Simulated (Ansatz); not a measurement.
Cells marked so need not be the phases stable at ambient conditions, and some may be hypothetical.

 Where the default PAW files enter, the runs use the earlier of Ansatz's two default sets.

No gap correction and no spin-orbit coupling; mid-gap values are interpolated between computed energies.

A. NaH (Fm-3m, rock salt, not sure to be the ambient phase, 2 atoms a cell, 13.1 Å³ an atom), along the normal of (111)
B. Ca(ZnP)2 (P-3m1, not sure to be the ambient phase, 5 atoms a cell, 19.0 Å³ an atom), along the normal of (100)
C. Ba2NF (R-3m, not sure to be the ambient phase, 4 atoms a cell, 23.4 Å³ an atom), along the normal of (101)
D. CsLiCl₂ (P4/nmm, not sure to be the ambient phase, 8 atoms a cell, 28.4 Å³ an atom), along the normal of (001)
E. KMgH3 (Pm-3m, cubic perovskite, not sure to be the ambient phase, 5 atoms a cell, 12.4 Å³ an atom), along the normal of (111)

Task: Order them by mid-gap decay constant of the slowest evanescent state (highest first) at the level r2SCAN in Ansatz (a first-principles code).

Result: D (0.42 1/Å), E (0.34 1/Å), A (0.31 1/Å), C (0.26 1/Å), B (0.11 1/Å)
